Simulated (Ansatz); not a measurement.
We consider double-hcp Pr, described by PBEsol (Ansatz, a quantum-chemistry and plane-wave program, PAW).

Run with plane-wave cutoff 520 eV, 18×18×6 k mesh (along the axes of the cell as run), Fermi–Dirac smearing 0.05 eV, spin-polarised with parallel moments, scalar-relativistic PAW data made under PBE.

Energies at three volumes about the minimum:

| V (Å³/atom) | E − E_lowest (meV/atom) |
|---|---|
| 23.057 | 0.72 |
| 23.527 | 0.00 |
| 23.998 | 0.73 |

Task: Fit a parabola by hand: where is the minimum, and what is the bulk modulus?

Result: Slopes: (0.00 − 0.72)/(23.527 − 23.057) = -1.532 and (0.73 − 0.00)/(23.998 − 23.527) = 1.550 meV/Å³. Curvature E″ = 2 × (1.550 − (-1.532))/(23.998 − 23.057) = 6.550 meV/Å⁶. From the middle of the first interval, the slope vanishes at V0 = 23.2920 − (-1.532)/6.550 = 23.526 Å³/atom. B = V0 E″ = 23.526 × 6.550 meV/Å³ × 0.1602 GPa per meV/Å³ = 24.7 GPa. The full Birch–Murnaghan fit to all volumes gives V0 = 23.522 Å³/atom and B0 = 24.7 GPa.

Shape and atoms are relaxed at each volume.

Note: the magnetic order was assumed, not searched for or taken from measurement; the 4f shell is treated without U or exact exchange, so its levels and filling can be wrong; the volume lies 32 % below that of the published cell; the bulk modulus comes from volumes at which shape and atoms were relaxed.
